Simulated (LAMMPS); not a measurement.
Consider a melt made from Ta (bcc), 1024 atoms, at 4280 K and 5 GPa, brought to that temperature within a few picoseconds in molecular dynamics.

Model: classical MD, pair style meam, file library.meam (library.meam-Ta); code LAMMPS.

**Question.** Give the state found, the volume per atom, the enthalpy per atom, the coordination number as this potential yields it.

**Answer.** state found: liquid; volume per atom: 21.373 ± 0.010 Å³/atom; enthalpy per atom: -6.287 ± 0.001 eV/atom; coordination number: 8.4 (counted to 3.54 Å).

Caution: the potential MEAM library.meam-Ta is a first-neighbour MEAM set with a 4 Å cutoff, used here without a parameter file and away from the static properties it was fitted to. Caution: a run this short can hold a crystal over, or a liquid under, the potential's own melting point, which these runs don't give.
